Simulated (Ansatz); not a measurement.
The cell is built on a prototype and need not be the phase stable at ambient conditions.

Tunnelling through a barrier is set by its complex band structure: the current falls as exp(−2κd) with the smallest κ.

Given:

```xyz
4
Lattice="3.4680 0.0000 0.0000 -1.7340 3.0034 0.0000 0.0000 0.0000 5.4664" Properties=species:S:1:pos:R:3 pbc="T T T"
Be     0.0000     0.0000     0.0000
Be     0.0000     0.0000     2.7332
Se     0.0000     2.0022     1.3666
Se     1.7340     1.0011     4.0998
```

Space group of this cell: P6_3/mmc, NiAs type. The cell was relaxed by PBE-D3(BJ); by PBEsol its mean pressure is 1.4 GPa.

Transport runs along the normal of the first two printed cell vectors.

The gap is the functional's own, uncorrected, and κ follows it; spin-orbit coupling is left out. Mid-gap values are interpolated between the computed energies.

Task: Predict the band gap and the smallest decay constant κ at mid-gap from PBEsol (Ansatz, an electronic-structure program).

Result: Gap 0.41 eV on a 12×12×6 mesh; κ = 0.084 1/Å, at the zone centre.
